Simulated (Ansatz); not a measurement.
GaP under load (space group I-4m2), r2SCAN with spin-orbit coupling, rigid bands (Ansatz, a first-principles code). Condition of this run: biaxial stress xx = yy = -1 GPa (compression positive) (the target of the relaxation). Band gap 1.72 eV, N_c = 1.22e19 cm⁻³ and N_v = 9.49e18 cm⁻³ at 300 K, conductivity masses along y (a = (0.00, 2.74, 2.71) Å; b = (2.74, 0.00, 2.71) Å; c = (2.74, 2.74, 0.00) Å) of 0.249 mₑ (electrons) and 0.468 mₑ (holes). Take k_BT = 0.02585 eV.

Task: What built-in voltage has an abrupt junction with N_A = 1e16 and N_D = 1e17 cm⁻³, all dopants ionised?

Result: V_bi = E_g/e − (k_BT/e) ln(N_c N_v/(N_A N_D)) = 1.72 − 0.02585 × 11.66 = 1.42 V, for the computed gap.

Task: A film of it is 3 nm thick, with its normal along the direction named. Estimate the confinement energies in an infinite well.

Result: ħ²π²/(2m t²) = 0.376 eV·nm²/(m/mₑ × t²) gives 168 meV for electrons and 89.3 meV for holes, so the gap would widen to about 1.98 eV. Finite barriers and nonparabolic bands lower this, and with several valleys or bands the heaviest mass along the normal sets the lowest level, not this average.

Task: What thermal injection velocity √(2k_BT/πm) limits a ballistic channel along the direction named?

Result: 1.08e7 cm/s for electrons and 7.86e6 cm/s for holes, a ratio of √(m_h/m_e) = 1.37, for dilute carriers.

Rigid bands with the computed gap; masses take one relaxation time for all states.
